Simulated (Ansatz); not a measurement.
Consider Ga2O3 in the corundum structure (space group R-3c, No. 167; a = 4.950 Å, c = 13.306 Å (hexagonal axes)).

Level of theory: Ansatz (a quantum-chemistry and plane-wave program) LDA, spin-orbit coupling left out.

Strains are applied to the cell and any free atomic positions relax.

One change was made to it. Results:

| quantity | base | after |
|---|---|---|
| band gap | 3.04 eV | 4.09 eV |
| electron mass | 0.24 mₑ (at Γ) | 0.29 mₑ (at Γ) |
| gap character | indirect, Γ–S₀ (50 % along) → Γ | indirect, Γ–S₀ (50 % along) → Γ |
| energy relative to the base (free energy F) | 0 meV/atom | +64 meV/atom |
| smallest direct gap | 3.31 eV | 4.37 eV |

Task: Name the change that was made.
(A) isotropic strain −0.75 %
(B) isotropic strain −1.50 %
(C) isotropic strain −2.25 %
(D) isotropic strain −3.00 %

Result: D, isotropic strain −3.00 %. For comparison, the band gap in the other runs: isotropic strain −2.25 % gives 3.82 eV; isotropic strain −0.75 % gives 3.29 eV; isotropic strain −1.50 % gives 3.55 eV.

Effective masses come from finite differences of ±0.01 Å⁻¹. Whether these cells are dynamically stable was not tested.
